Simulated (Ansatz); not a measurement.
## Defect calculation: Cu interstitial in alpha quartz

Method: PBE, PAW (plane waves to 420 eV; Ansatz, a quantum-chemistry and plane-wave program). A 2×2×2 supercell of 72 sites was used; the energies come from a 2×2×2 Γ-centred sampling of its zone. Site at the start: void with 6O2Si nearest. Charged cells carry a point-charge image correction with potential alignment at far atoms. Dielectric constants: PBE linear response of the host. Host gap at this level: 5.68 eV. Finite-size and sampling errors can reach tenths of an eV here. Levels are measured in PBE's own, too narrow, gap. Spin–orbit coupling is left out, and no Hubbard U is applied to the open shells. Each state is the lowest found from its start.

Formation energies E_f are given with the Fermi level at the valence-band maximum. Chemical conditions: O-rich (Δμ(Cu) = -1.14 eV, bounded by CuO (C2/c); only phases computed here count, gases as isolated molecules at 0 K). Reference phases: Cu: fcc Cu.

The name describes the start; the neighbours show where the added atom ended.

```tsv
charge	moment (μB)	point group	largest move off a lattice site (Å)	neighbours of the added atom at the end (Å)	image correction with alignment (eV)	E_f, O-rich (eV)
+2	1.0	C2	0.32	O 1.91, O 1.91, O 2.34, O 2.34, O 2.48, O 2.49	2.02	0.66
+1	not spin-polarised	C2	0.16	O 1.91, O 1.91, O 2.60, O 2.60, O 2.68, O 2.68	0.64	0.79
0	1.0	–	0.31	O 2.15, O 2.15, Si 2.57, Si 2.60, O 2.67, O 2.69	0.00	5.67
```

Point groups are those of the whole cell at tolerances of 0.03 and 0.1 Å ("near" where only the looser one holds); none is given for unsettled states.

No other site or start that was run ended lower by more than 0.1 eV.

Transition levels above the valence-band maximum: ε(+2/+1) = 0.14 eV; ε(+1/0) = 4.88 eV. On the lower envelope of the bound states, inside the gap: (+2/+1) at 0.14 eV; (+1/0) at 4.88 eV.

Flagged in the runs: a host whose relaxation on this sampling wasn't shown to rest, a strain field that reaches the edge of the cell.
